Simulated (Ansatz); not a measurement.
Consider the following.

```
CELL_PARAMETERS angstrom
      4.19770     0.00000     0.00000
      0.00000     4.19770     0.00000
      2.09885    -2.09885     2.89469
ATOMIC_POSITIONS crystal
  Cd 0.00000 0.00000 0.00000
  S  0.75000 0.75000 0.50000
```

No spin polarisation.

Level of theory: Kohn–Sham DFT with the r2SCAN functional, run in Ansatz (a quantum-chemistry and plane-wave program) with PAW and 500 eV plane waves, no spin-orbit coupling. k-mesh 10×10×10 (Γ-centred); smearing 0.05 eV (Fermi–Dirac).

Q: Predict the pressure (mean of the normal stresses, compression positive).

A: -0.30 GPa.

Q: What valence-band top at Γ (three highest levels, from the VBM) does the calculation give?

A: 0.00, -0.07, -0.07 eV.

Q: Estimate the gap character.

A: Direct at Γ.

Q: Predict the hole mass.

A: 0.16 mₑ out of plane, 0.78 mₑ in plane (at Γ).

The cells carry an imposed strain or load. Masses are band curvatures over ±0.01 Å⁻¹ around the edge. Stability against distortions was not tested. The cell was made from CdS in the zinc blende structure (space group F-43m, No. 216) by this change: biaxial strain +1.00 %, plane normal [001], relaxed out of plane.
